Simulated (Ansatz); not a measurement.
A. ZnS in the zinc blende structure
B. zinc blende GaAs
C. zinc blende SiC
D. InP (zinc blende, F-43m)

Rank these crystals by direction-averaged lattice thermal conductivity at 300 K, highest first (the phonon Boltzmann equation with three-phonon and isotope scattering, PBEsol density-functional theory in Ansatz (plane waves, PAW)).

C (430 W/(m K)), D (91 W/(m K)), A (54 W/(m K)), B (41 W/(m K))

 Spin-orbit coupling is not included.

Four-phonon, boundary and defect scattering are left out; adding them would lower the computed value.

Ansatz is a program for electronic structure.
